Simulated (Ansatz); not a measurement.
**PBE against r2SCAN: Co2Si, biaxial strain +0.77 %, plane normal [001], relaxed out of plane**

Take Co2Si (space group Pnma, No. 62; a = 4.8833 Å, b = 3.7111 Å, c = 7.0417 Å; ferromagnetic) as the base. Axes: x, y, z lie along a, b, c of the conventional cell.

(Cell as relaxed with PBE.)

Levels (all Ansatz, a program for electronic structure, PAW): PBE (420 eV, spin-orbit coupling left out); r2SCAN (500 eV, no spin-orbit coupling).

Each level relaxes its own structure.

```json
[
 {"base": "volume per atom", "PBE": "10.63 Å³", "r2SCAN": "10.43 Å³"},
 {"base": "band gap", "PBE": "zero", "r2SCAN": "zero"},
 {"base": "largest site moment", "PBE": "0.43 μB", "r2SCAN": "1.07 μB"}
]
```

Perturbation: biaxial strain +0.77 %, plane normal [001], relaxed out of plane (Cartesian); in-plane vectors clamped, the third vector and the atoms free.

```json
[
 {"quantity": "pressure (mean of the normal stresses, compression positive)", "PBE": "-1.7 GPa", "r2SCAN": "___"},
 {"quantity": "shortest interatomic distance", "PBE": "2.296 Å", "r2SCAN": "___"},
 {"quantity": "largest site moment", "PBE": "0.49 μB", "r2SCAN": "___"}
]
```

Task: Given the PBE results, estimate those of r2SCAN.

Result: 
- pressure (mean of the normal stresses, compression positive), r2SCAN: -1.9 GPa
- shortest interatomic distance, r2SCAN: 2.278 Å
- largest site moment, r2SCAN: 1.09 μB

PBE's pressure lies 0.2 GPa above r2SCAN's; PBE's shortest interatomic distance lies 0.0174 Å above r2SCAN's (0.8 %); PBE's largest site moment lies 0.60 μB below r2SCAN's. Neither level is exact; r2SCAN is the comparison here, not a measurement.

The magnetic state is the one reached from the starting moments; the real material's order can differ, and small cells can't hold many antiferromagnetic ones. Stability against distortions was not tested.
